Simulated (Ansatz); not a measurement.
Amorphous In24O38Hf

It comes from a melt-quench run on a machine-learned potential (CHGNet), relaxed afterwards by DFT. O atoms were pushed apart under 1.9 Å during the dynamics, to hinder bonds among them. The hot cell started wider than the set density and was brought back towards it in steps. It is the lowest in DFT energy of 2 quenches. It is a model cell: composition and starting density were chosen by hand, and all elements were melted together. No dispersion term was used.

Methods: PBE, scalar-relativistic without spin-orbit coupling (Ansatz, a program for electronic structure); r2SCAN, scalar-relativistic without spin-orbit coupling (Ansatz); HSE06, scalar-relativistic without spin-orbit coupling (Ansatz). Geometry, pressure, stress and energy are those of the PBE run. Its sampling: a 2×2×2 Γ-centred mesh; Fermi-Dirac width 0.02 eV; no spin polarisation. Other functionals are single points at the zone centre (r2SCAN at 500 eV; exact exchange cut at the cell's faces), free to take moments where seeds were set.

```json
{
  "number_of_atoms_in_the_cell": "63",
  "Density (held, not predicted)": "6.62 g/cm³",
  "volume_per_atom": "14.11 Å^3",
  "Pressure on a 2×2×2 Γ-centred mesh": "-1.45 GPa",
  "Largest force and stress component on that mesh (the relaxation ran on the zone centre alone)": "0.17 eV/Å and 1.5 GPa",
  "Gap on a 2×2×2 Γ-centred mesh (PBE)": "0.68 eV",
  "Gap at the zone centre (PBE)": "0.68 eV",
  "Gap at the zone centre (r2SCAN)": "1.14 eV",
  "Gap at the zone centre (HSE06)": "2.06 eV"
}
```

Neighbours within In-In 3.12 Å, In-O 2.86 Å, In-Hf 3.23 Å, O-O 1.58 Å, O-Hf 2.65 Å, Hf-Hf 3.34 Å count as bonded. Two cations that share two anions don't count as bonded, nor two that share one unless they lie closer than In-In 3.04 Å, In-Hf 3.15 Å, Hf-Hf 3.25 Å.

```
Property                                                          Result
---------------------------------  -------------------------------------
Mean coordination of In by anions             5.67 (8 with 5, 16 with 6)
Mean coordination of O             3.74 (11 with 3, 26 with 4, 1 with 5)
Mean coordination of Hf by anions                        6.00 (1 with 6)
Mean In-O bond                     2.236 Å (spread 0.148 Å, 136 counted)
Mean O-Hf bond                       2.135 Å (spread 0.059 Å, 6 counted)
```

Its density started from a set value of 6.62 g/cm³. Cooling (nominally 280 K/ps over its main leg) ran many orders faster than in experiment, which tends to leave more defects and strain. Values belong to this one cell and scatter from quench to quench. The volume was held where the preparation left it and the shape relaxed, at a PBE pressure of -1.4 GPa (tension). Stress components on the final sampling reach 1.5 GPa. On a 2×2×2 Γ-centred mesh force components of up to 0.17 eV/Å stay, since the relaxation ran on the zone centre alone.
